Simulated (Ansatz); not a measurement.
## HfS2: response to strain

Start from HfS2 in the CdI2 type structure (space group P-3m1, No. 164; a = 3.5475 Å, c = 5.5768 Å; layered, stacked along the Cartesian z axis). Axes: x lies along a and z along c of the hexagonal cell.

Strains are applied to the cell and any free atomic positions relax; under biaxial strain the out-of-plane vector relaxes too.

The values are results of PBEsol-D3(BJ)/PAW in Ansatz (a program for electronic structure), no spin-orbit coupling, not measurements.

Candidates:
(a) biaxial strain −3.00 %, plane normal [001], relaxed out of plane
(b) biaxial strain −1.00 %, plane normal [001], relaxed out of plane
(c) biaxial strain −2.00 %, plane normal [001], relaxed out of plane
(d) biaxial strain +0.50 %, plane normal [001], relaxed out of plane

For the base:

```
Property   Result
--------  -------
Band gap  0.45 eV
```

### Question
Order them by band gap, highest first.

### Answer
(d) biaxial strain +0.50 %, plane normal [001], relaxed out of plane (0.49 eV), (b) biaxial strain −1.00 %, plane normal [001], relaxed out of plane (0.36 eV), (c) biaxial strain −2.00 %, plane normal [001], relaxed out of plane (0.28 eV), (a) biaxial strain −3.00 %, plane normal [001], relaxed out of plane (0.19 eV)

With Hf present, leaving out spin-orbit coupling can change the band edges. Whether these cells are dynamically stable was not tested. The zero or small gap of HfS2 under biaxial strain −3.00 %, plane normal [001], relaxed out of plane and HfS2 under biaxial strain −2.00 %, plane normal [001], relaxed out of plane can change with the level of theory.
